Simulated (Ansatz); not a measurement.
# A computed series for GaN: response to strain

The reference is GaN in the zinc blende structure (space group F-43m, No. 216).

```xyz
2
Lattice="0.0000 2.2490 2.2490 2.2490 0.0000 2.2490 2.2490 2.2490 0.0000" Properties=species:S:1:pos:R:3 pbc="T T T"
Ga     0.0000     0.0000     0.0000
N      1.1245     1.1245     1.1245
```

Cartesian axes are those of the cell as printed.

Strains are applied to the cell and any free atomic positions relax; under biaxial strain the out-of-plane vector relaxes too.

Level of theory: Kohn–Sham DFT with the r2SCAN functional, run in Ansatz (a program for electronic structure) with PAW and 500 eV plane waves, without spin-orbit coupling.

```json
[
 {"biaxial strain, plane normal [001], relaxed out of plane (%)": "0", "band gap (eV)": "2.17"},
 {"biaxial strain, plane normal [001], relaxed out of plane (%)": "0.5", "band gap (eV)": "2.11"},
 {"biaxial strain, plane normal [001], relaxed out of plane (%)": "1", "band gap (eV)": "?"},
 {"biaxial strain, plane normal [001], relaxed out of plane (%)": "1.5", "band gap (eV)": "1.98"},
 {"biaxial strain, plane normal [001], relaxed out of plane (%)": "2", "band gap (eV)": "1.93"},
 {"biaxial strain, plane normal [001], relaxed out of plane (%)": "2.5", "band gap (eV)": "1.87"},
 {"biaxial strain, plane normal [001], relaxed out of plane (%)": "3", "band gap (eV)": "1.82"}
]
```

Question: Fit E_g = E₀ + Dε (ε in %) to the rows shown and predict the withheld row.

Answer: Least squares on the printed values gives E₀ = 2.17 eV, D = -118 meV per % of strain (largest residual 0.01 eV); this predicts 2.05 eV, and the run gives 2.04 eV, in agreement.

Semilocal Kohn–Sham gaps tend to fall short of experiment. Whether these cells are dynamically stable was not tested. This is not the structure that GaN has at room temperature and ambient pressure.
